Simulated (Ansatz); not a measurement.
Output of an Ansatz run (abridged):

```
WARN basis.ecutwfc = 420 eV, the default
WARN ansatz: RAYON_NUM_THREADS=1 ignored (pool sized by the plan → 1); use --threads N
Pseudopotentials: kind: paw
Pseudopotential: Re, paw, valence charge 15
Pseudopotential: Bi, paw, valence charge 15
Crystal: 6 atoms, lattice volume = 112.198 Å³
Basis set: ecut = 420 eV, 2133 PW (Γ), exchange–correlation on 80×80×80 points (8 copies of the dense FFT grid, shifted against one another)
Bands: 54, of which v1, the nominal top of the filled ones, is band 45 counted from 1 (44 counted from 0)
Symmetry: 48 space group operations
Space group: Fd-3m (ITA 227), of the structure as read, at distance tolerance 4.8e-5 Å
k-points: 29 of 512
PAW frozen core: Re, regenerated for the run's functional, and the local potential with it
PAW frozen core: Bi, regenerated for the run's functional, and the local potential with it
Initial density: superposition of atomic densities (neutral atoms: chi_scale 0, normalization atom), corrected by the library's trained network
Initial wavefunctions: pseudopotential atomic-orbital guess
Eigensolver: davidson
Functional: x = pbesol(κ = 0.804, μ = 0.12345679012345678), c = pbesol(β = 0.046)
SCF iter   1: F=—  HF=-67427.529527 eV  |F-HF|=—  |Δ(HF+E_count)|=         —  Δρ=5.21e-3  dr2=1.15e-2  ethr=1.77e-3  ⟨swp⟩=5.4  Hψ=5324  notcnv=0
all-band conjugate gradients solve this SCF's bands
preconditioner: auto → Kerker (q_TF=auto, 2.630 Å⁻¹)
SCF iter   2: F=—  HF=-67427.530302 eV  |F-HF|=—  |Δ(HF+E_count)|=   7.75e-4  S|Δr|=    0.00e0  Δρ=2.84e-3  dr2=3.94e-3  ethr=1.27e-5  ⟨swp⟩=2.0  Hψ=2281  notcnv=0
SCF iter   3: F=—  HF=-67427.529988 eV  |F-HF|=—  |Δ(HF+E_count)|=   3.14e-4  S|Δr|=    0.00e0  Δρ=2.62e-4  dr2=6.26e-5  ethr=4.38e-6  ⟨swp⟩=2.0  Hψ=1893  notcnv=0
SCF iter   4: F=—  HF=-67427.529972 eV  |F-HF|=—  |Δ(HF+E_count)|=   1.55e-5  S|Δr|=    0.00e0  Δρ=6.45e-5  dr2=4.81e-6  ethr=6.95e-8  ⟨swp⟩=2.6  Hψ=2606  notcnv=0
SCF iter   5: F=—  HF=-67427.529972 eV  |F-HF|=—  |Δ(HF+E_count)|=   7.26e-7  S|Δr|=    0.00e0  Δρ=1.28e-5  dr2=2.42e-7  ethr=5.35e-9  ⟨swp⟩=2.1  Hψ=2112  notcnv=0
SCF iter   6: F=-67427.529972 eV  HF=-67427.529972 eV  |F-HF|=2.66e-8  |Δ(HF+E_count)|=   6.02e-8  S|Δr|=    0.00e0  Δρ=4.27e-6  dr2=3.58e-8  ethr=1.11e-10  ⟨swp⟩=8.4  Hψ=6124  notcnv=0
SCF 1 converged in 6 iterations: F = -67427.529972 eV  dr2 = 3.58e-8
SCF converged after 6 iterations
Stability not checked (fill_not_monotonic)
Free energy (F): -67427.529972 eV
Harris-Foulkes:  -67427.529972 eV  (|F-HF|=2.66e-8)
Internal energy: -67427.530242 eV  (E = F + TS)
E sigma→0 (E₀):  -67427.530062 eV
Entropy (-TS):   0.000270 eV (0.045 meV/atom)
Fermi energy:    19.630035 eV
--- Per-component energies (eV) ---
  E_band       = -501.391041
  E_kinetic    = 2765.174137
  E_local      = -6101.785890  (includes V_loc(G=0)·N_el)
  E_nonlocal   = 1340.340975
  E_hartree    = 2077.705834
  E_xc         = -1902.919782
  E_vxc        = -1501.373158  (∫ρ·V_xc dr)
  E_paw        = -55145.183763  (= ΣΔE_a)
  E_vpaw       = -1159.158589  (= ΣTr[D̂ρ^β])
  E_aug_tail   = -0.001391  (compensation charges beyond the density's cutoff)
  E_ewald      = -10461.972911
  E_core_change = 1.112551  (= ΣΔE_core)
  E_smearing   = 0.000270  (= −TS)
  E_closure    = 0.000000  (closes the sum)
  Σ components = -67427.529972   (vs F -67427.529972, Δ=0.00e0)
--- Forces (eV/Å), atoms counted from 1 ---
  atom   1  Re     0.00000000    -0.00000000    -0.00000000
   [... zero for the other atoms too ...]
  max |Σ_I F_I| component: 1.39e-17 eV/Å
--- Stress (GPa, compression-positive) ---
       -2.113283       0.000000       0.000000
       -0.000000      -2.113283      -0.000000
        0.000000       0.000000      -2.113283
  P = ⅓ Tr σ = -2.1133 GPa (-21.133 kbar)
  The stress holds the Pulay correction. Without it, at fixed plane waves, as pw.x and ABINIT print it: P = -2.2083 GPa
--- Band table (eV; the first three rows and the last of 29) ---
  k-point 0: bands = ["-60.5512", "-60.4550", "-60.4550", "-60.4550", "-23.2234", "-22.6733", "-22.6733", "-22.6733", "-22.5045", "-22.5045", "-22.0941", "-22.0941", "-22.0941", "-21.9791", "-21.9791", "-21.9791", "-3.4741", "-3.4741", "-3.4741", [...]
  k-point 1: bands = ["-60.5485", "-60.4578", "-60.4550", "-60.4550", "-23.1959", "-22.6659", "-22.6608", "-22.6608", "-22.4980", "-22.4980", "-22.1094", "-22.1094", "-22.0942", "-22.0188", "-21.9845", "-21.9845", "-3.4773", "-3.4773", "-3.4714", [...]
  k-point 2: bands = ["-60.5412", "-60.4652", "-60.4550", "-60.4550", "-23.1253", "-22.6380", "-22.6318", "-22.6318", "-22.4725", "-22.4725", "-22.1579", "-22.1579", "-22.1293", "-22.0941", "-21.9939", "-21.9939", "-3.4819", "-3.4819", "-3.4667", [...]
  k-point 28: bands = ["-60.5033", "-60.5033", "-60.4551", "-60.4551", "-22.7742", "-22.7742", "-22.5164", "-22.5164", "-22.3682", "-22.3682", "-22.3522", "-22.3522", "-22.1801", "-22.1801", "-22.0808", "-22.0808", "-3.5008", "-3.5008", "-3.4162", [...]
```

The structure:

```
CELL_PARAMETERS angstrom
      0.00000     3.82812     3.82812
      3.82812     0.00000     3.82812
      3.82812     3.82812     0.00000
ATOMIC_POSITIONS crystal
  Re 0.12500 0.12500 0.12500
  Re 0.62500 0.12500 0.12500
  Re 0.12500 0.62500 0.12500
  Re 0.12500 0.12500 0.62500
  Bi 0.75000 0.75000 0.75000
  Bi 0.50000 0.50000 0.50000
```

Q: What input produced this log?

A: Other spellings and defaults could give the same log, and not every line can be read from it. The input that was run (DFT, PBEsol, plane waves, default PAW files made with PBE):

Ansatz 0.2 input:
```yaml
crystal:
  lattice:
    - [0.000000, 3.828120, 3.828120]
    - [3.828120, 0.000000, 3.828120]
    - [3.828120, 3.828120, 0.000000]
  atoms:
    - { symbol: Re, position_ang: [0.957030, 0.957030, 0.957030] }
    - { symbol: Re, position_ang: [0.957030, 2.871090, 2.871090] }
    - { symbol: Re, position_ang: [2.871090, 0.957030, 2.871090] }
    - { symbol: Re, position_ang: [2.871090, 2.871090, 0.957030] }
    - { symbol: Bi, position_ang: [5.742180, 5.742180, 5.742180] }
    - { symbol: Bi, position_ang: [3.828120, 3.828120, 3.828120] }
kpoints:
  mp_grid: { grid: [8, 8, 8] }
hamiltonian:
  xc: pbesol
  pseudopotentials: { kind: paw }
scf:
  occupations: { method: cold, width: 0.01 Ry }
output:
  forces: true
  eigenvalues: true
  stress: true
```

The starting cell was generated: these elements placed on a structure prototype, without a prior relaxation; it need not be a known phase or ordering of this composition. Spin-orbit coupling is off. Spin polarisation is off. Ansatz's pressure includes its estimate of the finite-basis (Pulay) stress.

Ansatz is a program for electronic structure.
